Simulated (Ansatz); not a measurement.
## Habitual settings against a tight run: TaAgS3 (Cmc2_1, 10 atoms in the cell)

Self-consistent single point.

```
CELL_PARAMETERS angstrom
      1.66730    -7.05977     0.00000
      1.66730     7.05977     0.00000
      0.00000     0.00000     7.65401
ATOMIC_POSITIONS crystal
  Ta 0.26286 0.73714 0.48932
  Ta 0.73714 0.26286 0.98932
  Ag 0.00303 0.99697 0.24401
  Ag 0.99697 0.00303 0.74401
  S  0.32567 0.67433 0.80937
  S  0.67433 0.32567 0.30937
  S  0.32535 0.67465 0.16921
  S  0.67465 0.32535 0.66921
  S  0.10444 0.89556 0.98908
  S  0.89556 0.10444 0.48908
```

Computed with LDA (PW92), PAW files made with PBE (plane waves; Ansatz, a quantum-chemistry and plane-wave program).

Base settings: basis.ecutwfc = 420 eV; kpoints.mp_grid.grid = 7 7 3; hamiltonian.xc = lda; hamiltonian.pseudopotentials = {kind: paw} (the program's default PAW files); scf.occupations.method = methfessel_paxton; scf.occupations.width = 0.1 eV.

Tight run (finer mesh or higher cutoff; not a proven limit): basis.ecutwfc: 420 eV → 590 eV; kpoints.mp_grid.grid: 7 7 3 → 10 10 5; scf.convergence.dr2_threshold: default (1e-07 eV) → 1e-09 eV. It gave Fermi level (on the code's own zero) 11.28 eV; pressure -2.16 GPa; largest force (vector length) 0.405 eV/Å.

Quick runs, as changes from the base:
- A: the base itself
- B: basis.ecutwfc: 420 eV → 335 eV; kpoints.mp_grid.grid: 7 7 3 → 6 6 6; scf.occupations.method: methfessel_paxton → fermi_dirac; scf.occupations.width: 0.1 eV → 0.272 eV; scf.convergence.dr2_threshold: default (1e-07 eV) → 0.0001 eV
- C: basis.ecutwfc: 420 eV → 250 eV; kpoints.mp_grid.grid: 7 7 3 → 6 6 6; scf.occupations.width: 0.1 eV → 0.2 eV; kpoints.mp_grid.shift: default → 0.5 0.5 0.5
- D: basis.ecutwfc: 420 eV → 210 eV; kpoints.mp_grid.grid: 7 7 3 → 4 4 4; scf.occupations.width: 0.1 eV → 0.272 eV
- E: basis.ecutwfc: 420 eV → 295 eV; kpoints.mp_grid.grid: 7 7 3 → 4 4 4; hamiltonian.xc: lda → pbesol; kpoints.mp_grid.shift: default → 0.5 0.5 0.5; scf.convergence.dr2_threshold: default (1e-07 eV) → 0.0001 eV [PBEsol]

Energies are extrapolated to zero smearing width, which holds to low order in the width alone.

Dashes: energy of E, another energy zero.

† marks runs with another functional, U, potentials or spin treatment: their distance from the tight run is not a convergence error alone.

The count of work is k-points × plane waves × bands × iterations; it is no time. 

Pressures in the table are Ansatz's without its Pulay estimate, at a fixed set of plane waves; the tight run's value above holds the estimate.

The starting cell comes from a database of computed structures (which also holds hypothetical and non-ambient phases and stackings), without a prior relaxation at this level. Its lattice was rescaled by a random factor within 2.5 % of one. Spin polarisation is off.

```
run  energy less tight (meV/atom)  pressure less tight (GPa)  largest miss in a force vector (eV/Å)  count of work / tight
---  ----------------------------  -------------------------  -------------------------------------  ---------------------
A                             2.3                      -0.01                                  0.010                   0.17
B                            16.7                      -0.64                                  0.106                   0.17
C                           354.9                     -20.90                                  0.020                  0.080
D                          1631.2                     -74.29                                  0.140                  0.036
E†                              –                      -0.69                                  0.115                  0.027
```

Among the runs at the tight run's level, the energy misses run from 2.3 to 1631.2 meV/atom.

Left out of this page: 1 run of the series outside the window shown, repeating another row's setting, or not comparable.

Keys are those of Ansatz 0.2.
